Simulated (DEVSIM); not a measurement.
System: Si p+/n-/n+ power diode, at 300 K.

```csv
layer (left to right),material,thickness (μm),Nd (cm⁻³),Na (cm⁻³),τn (s),τp (s)
1,Si,10.0,-,2.5e18,9.4e-5,9.4e-5
2,Si,3.80,2.3e14,-,9.4e-5,9.4e-5
3,Si,1.70,2.4e18,-,9.4e-5,9.4e-5
```

Left contact: ohmic. Right contact: ohmic. Voltage is applied to the left contact. Recombination: SRH at mid-gap, radiative. Mobility is μmin + (μ − μmin)/(1 + (N/Nref)^α).

This is a model device: material constants are rounded textbook-type values typed into the input, and sizes, dopings and lifetimes were drawn at random. Values at 300 K.

```
parameter           Si
-------------  -------
gap (eV)         1.124
affinity (eV)     4.05
permittivity      11.7
Nc (cm⁻³)      2.86e19
Nv (cm⁻³)       3.1e19
μn (cm²/Vs)       1417
μp (cm²/Vs)        470
μn,min              52
μp,min              45
Nref,n          9.7e16
Nref,p          2.2e17
αn                0.68
αp                0.72
B (cm³/s)      4.7e-15
```

DEVSIM, 1D drift-diffusion, Boltzmann statistics, complete ionisation; no tunnelling, impact ionisation, image-force lowering or self-heating.

Question: Tabulate band edges, carrier densities and field at zero bias.

Answer: Energies count from the Fermi level of the right contact; mesh points crowd at the junctions.

| x (μm) | Ec (eV) | Ev (eV) | n (cm⁻³) | p (cm⁻³) | field (V/cm) |
|---|---|---|---|---|---|
| 0.000 | 1.059 | -0.065 | < 1e2 | 2.5e18 | ≈ 0 |
| 0.05422 | 1.059 | -0.065 | < 1e2 | 2.5e18 | ≈ 0 |
| 0.2303 | 1.059 | -0.065 | < 1e2 | 2.5e18 | ≈ 0 |
| 0.7695 | 1.059 | -0.065 | < 1e2 | 2.5e18 | ≈ 0 |
| 3.845 | 1.059 | -0.065 | < 1e2 | 2.5e18 | ≈ 0 |
| 7.968 | 1.059 | -0.065 | < 1e2 | 2.5e18 | ≈ 0 |
| 9.365 | 1.059 | -0.065 | < 1e2 | 2.5e18 | ≈ 0 |
| 9.889 | 1.059 | -0.065 | < 1e2 | 2.5e18 | ≈ 0 |
| 9.981 | 1.059 | -0.065 | < 1e2 | 2.5e18 | -85 |
| 10.02 | 0.959 | -0.165 | 2200 | 5.3e16 | -22000 |
| 10.11 | 0.861 | -0.263 | 97000 | 1.2e15 | -6900 |
| 10.61 | 0.597 | -0.527 | 2.7e9 | 4.3e10 | -4400 |
| 11.98 | 0.313 | -0.811 | 1.6e14 | 730000 | -340 |
| 13.25 | 0.294 | -0.830 | 3.2e14 | 360000 | -350 |
| 13.70 | 0.234 | -0.890 | 3.3e15 | 35000 | -4500 |
| 13.79 | 0.151 | -0.973 | 8.2e16 | 1400 | -25000 |
| 13.82 | 0.064 | -1.060 | 2.4e18 | < 1e2 | -15 |
| 13.93 | 0.064 | -1.060 | 2.4e18 | < 1e2 | ≈ 0 |
| 14.47 | 0.064 | -1.060 | 2.4e18 | < 1e2 | ≈ 0 |
| 15.17 | 0.064 | -1.060 | 2.4e18 | < 1e2 | ≈ 0 |
| 15.41 | 0.064 | -1.060 | 2.4e18 | < 1e2 | ≈ 0 |
| 15.50 | 0.064 | -1.060 | 2.4e18 | < 1e2 | ≈ 0 |
